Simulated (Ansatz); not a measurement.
Input and output of a relaxation of the atoms for BaSn3Au (I4mm, 5 atoms in the cell) (Ansatz, a program for electronic structure).

Method of the run: LDA (PW92), default PAW files made with PBE (plane waves; Ansatz).

The change in words: one atom moved by 0.15 angstrom; relax: default → atoms; relax.f_tol: default → 0.005 eV/Å. Reference geometry:
```yaml
crystal:
  lattice:
    - [-2.52253, 2.52253, 5.57728]
    - [2.52253, -2.52253, 5.57728]
    - [2.52253, 2.52253, -5.57728]
  atoms:
    - { symbol: Ba, position: [0.00028, 0.00028, 0.00000] }
    - { symbol: Sn, position: [0.60129, 0.60129, 0.00000] }
    - { symbol: Sn, position: [0.74955, 0.24955, 0.50000] }
    - { symbol: Sn, position: [0.24955, 0.74955, 0.50000] }
    - { symbol: Au, position: [0.35723, 0.35723, 0.00000] }
```

Reference input (self-consistent single point, DFT, LDA (PW92), plane waves, default PAW files made with PBE): basis.ecutwfc = 420 eV; kpoints.mp_grid.grid = 7 7 7; hamiltonian.xc = lda; hamiltonian.pseudopotentials = {kind: paw} (the program's default PAW files); scf.occupations.method = fermi_dirac; scf.occupations.width = 0.1 eV. This run's input differs from it in these lines:

```diff
@@ -6,3 +6,3 @@
   atoms:
-    - { symbol: Ba, position_ang: [-0.00000000, 0.00000000, 0.00312328] }
+    - { symbol: Ba, position_ang: [0.00000000, -0.00000000, 0.15311859] }
     - { symbol: Sn, position_ang: [0.00000000, -0.00000000, 6.70712298] }
@@ -20,2 +20,4 @@
   occupations: { method: fermi_dirac, width: 0.1 eV }
+relax:
+  f_tol: 0.005
 output:
```

Output (repeated stretches shortened):

```
   [... SCF lines of the steps left out ...]
relax step   1: F+E_penalty+E_count = -36286.00720378 eV  Δ(F+E_penalty+E_count) = +0.000e0 eV  max|allowed force component| = 2.828e-1 eV/Å  Δτ_max = 0.0000 Å  (7 SCF iters, dr2 threshold 6.25e-7 eV, accepted)
relax step   2: F+E_penalty+E_count = -36286.02056562 eV  Δ(F+E_penalty+E_count) = -1.336e-2 eV  max|allowed force component| = 2.092e-1 eV/Å  Δτ_max = 0.0593 Å  (6 SCF iters, dr2 threshold 5.00e-6 eV, accepted)
relax step   3: F+E_penalty+E_count = -36286.02552723 eV  Δ(F+E_penalty+E_count) = -4.962e-3 eV  max|allowed force component| = 4.686e-2 eV/Å  Δτ_max = 0.0211 Å  (5 SCF iters, dr2 threshold 2.73e-6 eV, accepted)
relax step   4: F+E_penalty+E_count = -36286.02624566 eV  Δ(F+E_penalty+E_count) = -7.184e-4 eV  max|allowed force component| = 5.113e-2 eV/Å  Δτ_max = 0.0343 Å  (7 SCF iters, dr2 threshold 1.37e-7 eV, accepted)
relax step   5: F+E_penalty+E_count = -36286.02654024 eV  Δ(F+E_penalty+E_count) = -2.946e-4 eV  max|allowed force component| = 1.484e-2 eV/Å  Δτ_max = 0.0105 Å  (6 SCF iters, dr2 threshold 1.63e-7 eV, accepted)
relax step   6: F+E_penalty+E_count = -36286.02656324 eV  Δ(F+E_penalty+E_count) = -2.300e-5 eV  max|allowed force component| = 3.351e-4 eV/Å  Δτ_max = 0.0015 Å  (5 SCF iters, accepted)
the relaxation is at rest under the 8 symmetry operations that the run kept from its start: a minimum is not shown …
Stability not checked: this state was not tested for a lower state beside it, because too few of the mixer's solves of this state at the end of the SCF gave a …
Free energy (F): -36286.026563 eV
Internal energy: -36285.973071 eV  (E = F + TS)
E sigma→0 (E₀):  -36285.999817 eV
Entropy (-TS):   -0.053492 eV (-10.698 meV/atom)
Fermi energy:    11.232544 eV
--- Forces (eV/Å), atoms counted from 1 ---
  atom   1  Ba     0.00000000    -0.00000000     0.00036404
   [... lines left out ...]
    - { symbol: Ba, position: [0.005230012840550744, 0.00523001284055074, -3.650054627091117e-18] }
    - { symbol: Sn, position: [0.6025132183515273, 0.6025132183515273, 5.254583568263762e-19] }
    - { symbol: Sn, position: [0.7524639701082646, 0.2524639701082646, 0.5] }
    - { symbol: Sn, position: [0.2524639701082646, 0.7524639701082646, 0.5] }
    - { symbol: Au, position: [0.35867582886643756, 0.35867582886643756, 6.210853585426896e-19] }
```

The run converged. 

Summary of the result:
| Property | Result |
|---|---|
| Free energy E − TS (on the zero of these files) | -36286.0266 eV |
| Fermi level (on the code's own zero) | 11.23 eV |
| Pressure | -2.86 GPa |
| Relaxation steps | 6 |

The starting cell comes from a database of computed structures (which also holds hypothetical and non-ambient phases and stackings), without a prior relaxation at this level. Its lattice was rescaled by up to half a per cent. For this run, on top of that: one atom moved by 0.15 angstrom. The relaxation keeps the symmetry of its start, so its end need not be a minimum. Ansatz's pressure includes its estimate of the finite-basis (Pulay) stress.

Cost on one core of a shared machine: roughly 2 min.

Keys are those of Ansatz 0.2.
